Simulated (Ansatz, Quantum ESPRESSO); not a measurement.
**TePd₃ (I4/mmm, 4 atoms in the cell) computed with different codes at matched settings**

Self-consistent single point.

```xyz
4
Lattice="-2.2055 2.2055 3.2635 2.2055 -2.2055 3.2635 2.2055 2.2055 -3.2635" Properties=species:S:1:pos:R:3 pbc="T T T"
Te     0.0000     0.0000     0.0000
Pd     0.0000     2.2055     1.6317
Pd     2.2055     0.0000     1.6317
Pd     0.0000     0.0000     3.2635
```

Shared settings, as Ansatz (a first-principles code) writes them: kpoints.mp_grid.grid = 9 9 9; magnetization.spin_orbit = true; scf.occupations.method = gaussian; scf.occupations.width = 0.2 eV. Potentials and cutoffs stand in the table.

| code | model | pressure (GPa) | cutoff |
|---|---|---|---|
| Ansatz | LDA (PW92) with spin-orbit coupling, PAW files made with PBE | 0.45 | 420 eV |
| Quantum ESPRESSO | LDA (PZ), spin-orbit coupling, PSlibrary fully relativistic PAW (LDA) pseudopotentials | 1.09 | 45 Ry |

The spread over the programs that give each value: pressure within 0.64 GPa.

Ansatz's pressure is given at a fixed set of plane waves, as the other plane-wave codes print theirs; with its correction for the finite basis it is 0.56 GPa. The same LDA comes in different parametrisations, which differ slightly.

The starting cell comes from a database of computed structures (which also holds hypothetical and non-ambient phases and stackings), without a prior relaxation at this level. Its lattice was rescaled by a random factor within 2.5 % of one.

Left out of this page: Elk (with a known weakness of the program); FLEUR (not drawn, or without a comparable value).

Keys are those of Ansatz 0.2.
